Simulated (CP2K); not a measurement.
Input and output of a self-consistent single point for Si (P1, 4 atoms in the cell) (CP2K).

Method: LDA (Pade form), GPW, DZVP-MOLOPT-SR-GTH basis, GTH-PADE potentials (GTH_POTENTIALS) (CP2K 2026.2).

The change in words: lattice scaled by 0.98. Reference geometry:
```yaml
crystal:
  lattice:
    - [3.83132, 0.00000, 0.00000]
    - [-1.91566, 3.31802, 0.00000]
    - [0.00000, 0.00000, 6.33262]
  atoms:
    - { symbol: Si, position: [0.32960, 0.66628, 0.06911] }
    - { symbol: Si, position: [0.66692, 0.32876, 0.93630] }
    - { symbol: Si, position: [0.65714, 0.32969, 0.56058] }
    - { symbol: Si, position: [0.34633, 0.67527, 0.43400] }
```

Reference input (self-consistent single point, DFT LDA (Pade form), GPW, DZVP-MOLOPT-SR-GTH basis, GTH-PADE potentials (GTH_POTENTIALS)): CUTOFF = 400 Ry; REL_CUTOFF = 50 Ry; SMEAR/METHOD = FERMI_DIRAC; ELECTRONIC_TEMPERATURE = 116.05 K; KPOINTS/SCHEME = MONKHORST-PACK 7 7 4; GAMMA_CENTERED = T; XC_FUNCTIONAL = PADE; Si/BASIS_SET = DZVP-MOLOPT-SR-GTH-q4; Si/POTENTIAL = GTH-PADE-q4; METHOD = GPW; EPS_DEFAULT = 1e-10; NGRIDS = 5. This run's input differs from it in these lines:

```diff
@@ -64,5 +64,5 @@
     &CELL
-      A 3.83132000 0.00000000 0.00000000
-      B -1.91566000 3.31802000 0.00000000
-      C 0.00000000 0.00000000 6.33262000
+      A 3.75469400 0.00000000 0.00000000
+      B -1.87734700 3.25166000 0.00000000
+      C 0.00000000 0.00000000 6.20596800
       PERIODIC XYZ
```

Output, abridged:

```
 SCF WAVEFUNCTION OPTIMIZATION

  Step     Update method      Time    Convergence         Total energy    Change
     1 NoMix/Diag. 0.20E+00      -     1.07247448       -16.0882757005 -1.61E+01
     2 Broy./Diag. 0.20E+00      -     0.00348260       -15.9269768311  1.61E-01
     3 Broy./Diag. 0.20E+00      -     0.02563498       -15.6954629134  2.32E-01
     4 Broy./Diag. 0.20E+00      -     0.00103082       -15.7768081662 -8.13E-02
     5 Broy./Diag. 0.20E+00      -     0.00654869       -15.8079766784 -3.12E-02
     6 Broy./Diag. 0.20E+00      -     0.00048985       -15.8315304496 -2.36E-02
   [... 6 lines left out ...]
    13 Broy./Diag. 0.20E+00      -     0.00002527       -15.8523842349  6.16E-05
    14 Broy./Diag. 0.20E+00      -     0.00000536       -15.8524101097 -2.59E-05
    15 Broy./Diag. 0.20E+00      -     0.00000654       -15.8524607044 -5.06E-05
    16 Broy./Diag. 0.20E+00      -     0.00000052       -15.8524693514 -8.65E-06
  *** SCF run converged in    16 steps ***

  Overlap energy of the core charge distribution:               0.00000000009031
  Self energy of the core charge distribution:                -41.03196971256410
  Core Hamiltonian energy:                                      8.70175345050899
  Hartree energy:                                              21.32506986076328
  Exchange-correlation energy:                                 -4.84732148644488
  Electronic entropic energy:                                  -0.00000146384295
  Fermi energy:                                                 0.22509611327294

  Total energy:                                               -15.85246935141234
  Total energy (extrapolated to T->0):                        -15.85246861949087

                     Mulliken Population Analysis

   [... lines left out ...]

 STRESS| Analytical stress tensor [bar]
 STRESS|                        x                   y                   z
 STRESS|      x        1.78662764277E+04  -7.68740930938E+03   1.30724903352E+04
 STRESS|      y       -7.68740930938E+03   3.80965248407E+04   4.30560109937E+03
 STRESS|      z        1.30724903352E+04   4.30560109937E+03   4.84172276055E+04
 STRESS| 1/3 Trace                                             3.47933429580E+04
```

The run converged in 16 iterations. Against the reference run the free energy goes up by 2.6 meV/atom, the pressure goes from -2.46 to 3.48 GPa, the largest force goes from 0.968 to 1.074 eV/Å and the gap on the mesh goes from 0.189 to 0.069 eV.

The starting cell comes from a database of computed structures (which also holds hypothetical and non-ambient phases and stackings), without a prior relaxation at this level. Its atoms were displaced at random from the sites of space group no. 194. For this run, on top of that: lattice scaled by 0.98. Values carry the incompleteness of an atom-centred basis. With a pressure of about 3 GPa the cell is away from its equilibrium volume at this level. Forces in this geometry exceed 1 eV/Å.

Cost on one core of a shared machine: roughly 40 s.
